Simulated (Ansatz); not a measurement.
# Formation energy of NiSi (Pnma) from the elements: levels of theory

We look at the formation energy of NiSi (Pnma) from the elements. Reaction: Si (diamond) + Ni (fcc) → NiSi (Pnma). Negative: the products are lower in energy. The value is per atom of the solid.

NiSi (Pnma), 8 atoms in the cell; spin state with PBE: no moments. Conventional cell: a = 5.156 Å, b = 3.374 Å, c = 5.619 Å, α = β = γ = 90.00°.

Ni (fcc, Fm-3m), 1 atom in the cell; spin state with PBE: net moment 0.6 μB a cell.

Setting: static, neutral cells in Ansatz (PAW) whose structures rest at the PBE level. Ansatz (a program for electronic structure) runs with its PAW set soft_1. Other levels take these structures, unless marked own geometry. The lattices are those relaxed with PBE, so at other levels the solids can be strained, which adds to the spread. A dispersion term (D3(BJ), or D4 for r2SCAN) was computed beside these levels and is taken off wherever the name lacks it. No search over spin orders was made beyond those shown.

```csv
Method,value (eV/atom)
PBE,-0.50
PBE+D3(BJ),-0.58
LDA,___
PBEsol,-0.59
RPBE,-0.46
r2SCAN+D4,-0.50
r2SCAN (own geometry),-0.47
```

### Question
Fill in the missing entries.

### Answer

- LDA, value (eV/atom): -0.62

The levels shown span 0.16 eV/atom, from LDA (-0.62) to RPBE (-0.46).

Rough cost of one single point on NiSi (Pnma), against PBEsol's on the same shared machine and with each level's own mesh and cutoff: r2SCAN about 5 times.
